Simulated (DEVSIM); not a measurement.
Structure: illuminated Si p-on-n cell, one wavelength, at 300 K.

Layer 1 from the left is Si, thickness (μm) 0.0790, Na (cm⁻³) 7.2e18, τn (s) 5.4e-8, τp (s) 4.9e-9, absorption coefficient (cm⁻¹) 3600. Layer 2 from the left is Si, thickness (μm) 190, Nd (cm⁻³) 1.5e16, τn (s) 1.8e-7, τp (s) 1.8e-7, absorption coefficient (cm⁻¹) 3600.

Left contact: ohmic, minority electron recombination velocity 200 cm/s. Right contact: ohmic, minority hole recombination velocity 400 cm/s. Voltage is applied to the left contact. Recombination: SRH at mid-gap, radiative, Auger. Light enters at the left, 2.1e18 photons cm⁻² s⁻¹, one pass, no reflection. Mobility is μmin + (μ − μmin)/(1 + (N/Nref)^α).

Constants are typed, rounded textbook-type inputs, not results; the design itself was drawn at random and stands for no fabricated device. Values at 300 K.

Si: gap (eV) 1.124, affinity (eV) 4.05, permittivity 11.7, Nc (cm⁻³) 2.86e19, Nv (cm⁻³) 3.1e19, μn (cm²/Vs) 1417, μp (cm²/Vs) 470, μn,min 52, μp,min 45, Nref,n 9.7e16, Nref,p 2.2e17, αn 0.68, αp 0.72, B (cm³/s) 4.7e-15, Cn (cm⁶/s) 2.8e-31, Cp (cm⁶/s) 9.9e-32.

Model (solved in DEVSIM): 1D drift-diffusion, Boltzmann statistics, complete ionisation; no tunnelling, impact ionisation, image-force lowering or self-heating.

Dark forward current:

| |V| (V) | |J| (A/cm²) |
|---|---|
| 0.05 | 1.885e-8 |
| 0.10 | 6.704e-8 |
| 0.15 | 2.000e-7 |
| 0.20 | 5.803e-7 |
| 0.25 | 1.722e-6 |
| 0.30 | 5.483e-6 |
| 0.35 | 1.990e-5 |
| 0.40 | 8.680e-5 |
| 0.45 | 0.0004558 |
| 0.50 | 0.002733 |
| 0.55 | 0.01759 |
| 0.60 | 0.1145 |
| 0.65 | 0.6616 |
| 0.70 | 2.579 |
| 0.75 | 6.259 |
| 0.80 | 11.26 |
| 0.85 | 17.19 |
| 0.90 | 23.84 |
| 0.95 | 31.12 |
| 1.00 | 38.96 |
| 1.05 | 47.33 |
| 1.10 | 56.25 |
| 1.15 | 65.71 |
| 1.20 | 75.73 |
| 1.25 | 86.37 |
| 1.30 | 97.66 |

Work out the local ideality factor n = ΔV / (kT/q · ln(J2/J1)) between the rows 0.15 and 0.20 V, 0.55 and 0.60 V, 1.25 and 1.30 V.

kT/q = 25.85 mV. From 0.15 to 0.20 V: ln(5.803e-7/2.000e-7) = 1.065, n = 1.82. From 0.55 to 0.60 V: ln(0.1145/0.01759) = 1.873, n = 1.03, near the 1 of diffusion or emission over a barrier. From 1.25 to 1.30 V: ln(97.66/86.37) = 0.123, n = 15.74.

What current could the absorbed light give at most, and what share is collected?

Σ αd = 68.4, so qΦ(1 − exp(−Σ αd)) = 336 mA/cm². The simulated short-circuit current is 287.1 mA/cm², a share of 0.85.

Estimate the open-circuit voltage by superposition: the voltage at which the dark current equals that short-circuit current.

Interpolating ln J in the table gives 0.626 V. The simulation gives 0.623 V; the estimate lies 3 mV above. Superposition holds where collection doesn't change with voltage.

Estimate the fill factor from FF0 = (v − ln(v + 0.72))/(v + 1), v = qVoc/(nkT), with n from the dark curve.

The rows about Voc, 0.60 and 0.65 V, give n = 1.10, so v = 21.9 and FF0 = 0.820. The simulation gives 0.821, the same within the digits that matter.
